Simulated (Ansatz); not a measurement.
# As (space group Cmce, No. 64; layered, stacked along the Cartesian y axis)

```yaml
crystal:
  lattice:
    - [1.82790, -5.56367, 0.00000]
    - [1.82790, 5.56367, 0.00000]
    - [0.00000, 0.00000, 4.62748]
  atoms:
    - { symbol: As, position: [0.10728, 0.89272, 0.06980] }
    - { symbol: As, position: [0.89272, 0.10728, 0.93020] }
    - { symbol: As, position: [0.39272, 0.60728, 0.56980] }
    - { symbol: As, position: [0.60728, 0.39272, 0.43020] }
```

Method: plane-wave PAW DFT at the r2SCAN+rVV10 level (Ansatz, a quantum-chemistry and plane-wave program, 500 eV), spin-orbit coupling left out. Settings: 10×10×7 k-points, 0.05 eV Fermi–Dirac smearing.

```json
{
  "volume_per_atom": "23.53 Å³",
  "density": "5.29 g/cm³",
  "band_gap": "zero",
  "total_energy": "-4863.332 eV/atom (σ→0; compares only within this code and set-up)"
}
```

Whether these cells are dynamically stable was not tested. Gaps under 0.05 eV, about the width of the smearing, are given as zero. This is not the structure that As has at room temperature and ambient pressure.
